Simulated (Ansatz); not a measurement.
Base system: InP (space group Pm-3n, No. 223; a = 7.241 Å; a hypothetical phase, not in the database extracts checked). Axes: x, y, z lie along the cube axes.

Calculations: DFT with PBEsol, PAW potentials and a 420 eV plane-wave cutoff in Ansatz (a first-principles code), no SOC.

Before the change:

The valence-band top at Γ comes out as 0.00, 0.00, 0.00 eV.

The change: tensor shear ε_yz = +0.72 % (engineering shear γ = 0.0144); the atoms relax in the strained cell.

Q: Predict the new energy relative to the base and valence-band top at Γ.

A: The energy stays essentially unchanged; the valence-band top at Γ (three highest levels, from the VBM) goes from 0.00, 0.00, 0.00 eV to 0.00, -0.03, -0.06 eV.

The levels and masses belong to the bands next to the band gap. No phonon test of stability was made.
